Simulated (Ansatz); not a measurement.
## Effect of 5 layers on Mo

Start from Mo in the bcc (W type) structure (space group Im-3m, No. 229; a = 3.130 Å). Axes: x, y, z lie along the cube axes.

It is then changed as follows: a free-standing slab of 5 layers (5 atoms, 1 a layer) is cut normal to [110], with 15 Å of vacuum and the in-plane cell held at bulk.

All numbers come from PBEsol/PAW in Ansatz (a quantum-chemistry and plane-wave program), spin-orbit coupling left out. k-mesh 18×18×1 (Γ-centred); smearing 0.05 eV (Fermi–Dirac), for the changed cell.

```tsv
quantity	base	changed	shift
layer's space group (with vacuum)	–	Cmmm (No. 65)	–
shortest interatomic distance	2.710 Å	2.624 Å	-0.0868 Å
band gap	zero	zero	–
excess energy per area of both faces (slab less bulk energy over the cell's area: twice a surface energy) (uncertain by up to 0.1 J/m²)	–	6.2 J/m²	–
thickness between the outermost nuclei	–	8.66 Å	–
change of the spacing d12 from its bulk value of 2.213 Å	–	-4.8 %	–
```

Slab and bulk use different k-meshes, which limits the precision of the excess energy. Stability against distortions was not tested. All final runs are without spin polarisation.
